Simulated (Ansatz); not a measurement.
Subject: the reaction energy. Reaction: Hf (hcp) + O2 (gas) → HfO2 (Pca2₁). A negative value means that the right-hand side lies lower.

HfO2 (Pca2₁), 96 atoms in the cell, the relaxed perfect crystal repeated, atoms not moved again, k-point mesh 2×2×2 on the run's own vectors.

Hf (hcp, P6₃/mmc), 2 atoms in the cell, k-point mesh 24×24×12 on the run's own vectors. Conventional cell: a = 3.2044 Å, b = 3.2044 Å, c = 5.0722 Å, α = 90.00°, β = 90.00°, γ = 120.00°.

An isolated O2 molecule (triplet) in a box of 11 × 11 × 13 Å.

All numbers come from Ansatz (a first-principles code), plane waves with PAW, its PAW set soft_1, cutoff 420 eV, 500 eV for r2SCAN. The structures are at rest with PBE; other levels are single points on them. Neutral cells; Fermi-Dirac smearing of at most 0.10 eV in the solids, energies taken to zero width. The lattices are those relaxed with PBE, so at other levels the solids can be strained, which adds to the spread. A dispersion term (D3(BJ), or D4 for r2SCAN) was computed beside these levels and is taken off wherever the name lacks it. Space groups of crystals are read within 0.01 Å. No zero-point or thermal terms. Cells are local rest points, mostly with their start's symmetry. The runs are scalar-relativistic, without spin-orbit coupling.

**Question.** What is the computed value (r2SCAN)?

**Answer.** -11.32 eV, for Hf (hcp) + O2 (gas) → HfO2 (Pca2₁).

**Question.** What do the other levels give, and how wide is the spread?

**Answer.** 
```csv
Level,value (eV),less r2SCAN
PBE,-10.29,1.03
```

The levels shown span 1.03 eV, from r2SCAN (-11.32) to PBE (-10.29).
